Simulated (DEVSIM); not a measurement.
System: Ru/SiO2/p-Si capacitor, at 250 K.

Layer 1 from the left is SiO2, thickness (nm) 23.0. Layer 2 from the left is Si, thickness (nm) 3700, Na (cm⁻³) 2.4e16.

Metal gate on the left, work function 4.7 eV. Fixed charge at the semiconductor interface 0 cm⁻² (in units of +e); no interface traps.

Constants are typed, rounded textbook-type inputs, not results; the design itself was drawn at random and stands for no fabricated device. Values at 300 K; Nc and Nv go as T^1.5, mobilities as T to minus their exponent, the gap by Varshni's rule with the affinity fixed.

SiO2: gap (eV) 9, affinity (eV) 0.9, permittivity 3.9. Si: gap (eV) 1.124, affinity (eV) 4.05, permittivity 11.7, Nc (cm⁻³) 2.86e19, Nv (cm⁻³) 3.1e19, Varshni α (eV/K) 0.000473, Varshni β (K) 636.

**Question.** Estimate by hand the flat-band voltage, the threshold voltage, and compare with a numerical solution.

**Answer.** 
- Flat-band voltage: C = 0.150 μF/cm², work-function difference -0.338 V; VFB = φms − qNf/C = -0.34 V; numerical -0.34 V.
- Threshold voltage: φF = 0.420 V, depletion charge √(4εqNφF) = 8.19e-8 C/cm²; VT = VFB + 2φF + Qd/C = 1.05 V; numerical 1.05 V.

Model (solved in DEVSIM): 1D Poisson equation in equilibrium, Boltzmann statistics, complete ionisation; no quantum confinement or tunnelling. Metal contacts follow the ideal Schottky-Mott rule: no Fermi-level pinning, no interface dipoles.
